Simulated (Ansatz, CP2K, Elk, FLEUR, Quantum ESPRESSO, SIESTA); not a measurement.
# One structure in several programs: LaS2 (P4/nmm, 6 atoms in the cell)

Self-consistent single point, at a second geometry (lattice scaled by 0.98). First geometry:

```
CELL_PARAMETERS angstrom
      4.04634     0.00000     0.00000
      0.00000     4.04634     0.00000
      0.00000     0.00000     8.31768
ATOMIC_POSITIONS crystal
  La 0.00000 0.50000 0.72423
  La 0.50000 0.00000 0.27577
  S  0.00000 0.50000 0.36397
  S  0.50000 0.00000 0.63603
  S  0.00000 0.00000 0.00000
  S  0.50000 0.50000 0.00000
```

Shared settings, as Ansatz (a quantum-chemistry and plane-wave program) writes them: kpoints.mp_grid.grid = 7 7 4; scf.occupations.method = fermi_dirac; scf.occupations.width = 0.1 eV. Potentials and cutoffs stand in the table.

```json
[
 {"code": "Elk", "model": "PBEsol, all-electron FP-LAPW, Elk's shipped species files, APW+lo basis with extra local orbitals", "ΔF from the first geometry (meV/atom)": "-7.3", "pressure (GPa)": "–", "largest force (eV/Å)": "–", "cutoff": "rgkmax 8"},
 {"code": "Ansatz", "model": "PBEsol, PAW files made with PBE", "ΔF from the first geometry (meV/atom)": "-9.4", "pressure (GPa)": "1.50", "largest force (eV/Å)": "0.027", "cutoff": "default"},
 {"code": "CP2K", "model": "PBEsol, GPW, DZVP-MOLOPT-SR-GTH basis, GTH-PBE potentials (GTH_POTENTIALS)", "ΔF from the first geometry (meV/atom)": "1.5", "pressure (GPa)": "3.02", "largest force (eV/Å)": "0.029", "cutoff": "grid 500 Ry"},
 {"code": "FLEUR", "model": "PBEsol, all-electron FLAPW (FLEUR), scalar-relativistic valence", "ΔF from the first geometry (meV/atom)": "-5.3", "pressure (GPa)": "–", "largest force (eV/Å)": "–", "cutoff": "Kmax 4 1/bohr"},
 {"code": "Quantum ESPRESSO", "model": "PBEsol, GBRV 1.5 ultrasoft (PBESOL) pseudopotentials", "ΔF from the first geometry (meV/atom)": "-8.9", "pressure (GPa)": "1.59", "largest force (eV/Å)": "0.031", "cutoff": "40 Ry"},
 {"code": "SIESTA", "model": "GGA PBEsol, numerical atomic orbitals DZP, PseudoDojo PBEsol standard norm-conserving potentials (rewritten from UPF to PSML)", "ΔF from the first geometry (meV/atom)": "16.4", "pressure (GPa)": "5.13", "largest force (eV/Å)": "0.098", "cutoff": "grid 300 Ry"}
]
```

Size of the force on each atom (eV/Å): Sizes of forces hide their directions.

```json
[
 {"code": "Ansatz", "La1": "0.027", "La2": "0.027", "S3": "0.013", "S4": "0.013", "S5": "0.000", "S6": "0.000"},
 {"code": "CP2K", "La1": "0.020", "La2": "0.020", "S3": "0.029", "S4": "0.029", "S5": "0.000", "S6": "0.000"},
 {"code": "Quantum ESPRESSO", "La1": "0.031", "La2": "0.031", "S3": "0.018", "S4": "0.018", "S5": "0.000", "S6": "0.000"},
 {"code": "SIESTA", "La1": "0.098", "La2": "0.098", "S3": "0.077", "S4": "0.077", "S5": "0.000", "S6": "0.000"}
]
```

A dash marks a value that a program does not give, or that is left out as unsure.

The spread over the programs that give each value: ΔF from the first geometry within 25.8 meV/atom; pressure within 3.63 GPa; largest force within 0.071 eV/Å.

CP2K and SIESTA use small atom-centred bases, whose incompleteness enters pressures, forces and empty levels differently from a plane-wave cutoff. Elk and FLEUR treat all electrons, but the usual bases taken here (sphere radii, linearisation, local orbitals, empty states) were not tested for convergence, so the values are no reference for the others. Ansatz's pressure is given at a fixed set of plane waves, as the other plane-wave codes print theirs. In the pressure, CP2K (by 1.47) and SIESTA (by 3.58) lie more than 1 GPa from the median of the plane-wave programs.

The starting cell comes from a database of computed structures (which also holds hypothetical and non-ambient phases and stackings), without a prior relaxation at this level. For this run, on top of that: lattice scaled by 0.98.

Keys are those of Ansatz 0.2.
